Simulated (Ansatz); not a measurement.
A computed series for Si: element substitutions

Base system: Si in the diamond structure (space group Fd-3m, No. 227; a = 5.444 Å).

Each row replaces one element on all its sites; cell and atoms are relaxed.

Calculations: r2SCAN (Ansatz, an electronic-structure program), no spin-orbit coupling.

```csv
case,shortest interatomic distance,density
base,2.357 Å,2.31 g/cm³
Si → Pb,…,…
Si → Ru,…,…
Si → Ti,2.403 Å,3.72 g/cm³
```

**Question.** Some entries are withheld; estimate them.

**Answer.** 
- Si → Pb, shortest interatomic distance: 3.010 Å
- Si → Pb, density: 8.19 g/cm³
- Si → Ru, shortest interatomic distance: 2.344 Å
- Si → Ru, density: 8.46 g/cm³

Whether these cells are dynamically stable was not tested. As relaxed here, Ru and Ti are hypothetical phases, not in the database extracts checked. For Pb in this form, whether it has been made was not checked. All final runs are without spin polarisation. Ti has a high density of states at the Fermi level and may be magnetic at this level. This is not the structure that Pb has at room temperature and ambient pressure.
